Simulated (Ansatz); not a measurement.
NaCl (Fm-3m), PBEsol, rigid bands (Ansatz, a first-principles code): N_c = 6.18e18 cm⁻³ at 300 K and an electron conductivity mass of 0.398 mₑ.

For 1e17 electrons per cm³ at 300 K, place the Fermi level, estimate the Seebeck coefficient of a parabolic band with constant τ, and give mobility and conductivity for τ = 10 fs.

The level lies k_BT ln(N_c/n) = 0.107 eV below the conduction-band minimum. S ≈ −(k_B/e)[ln(N_c/n) + 5/2] = -571 μV/K, against -571 μV/K from the full bands (mean over directions). μ = eτ/m = 44.2 cm²/(V·s) and σ = neμ = 0.708 S/cm. τ is assumed, not computed.

Band transport and this doping are assumed; polarons and phonon drag are left out. Spin-orbit coupling is left out.
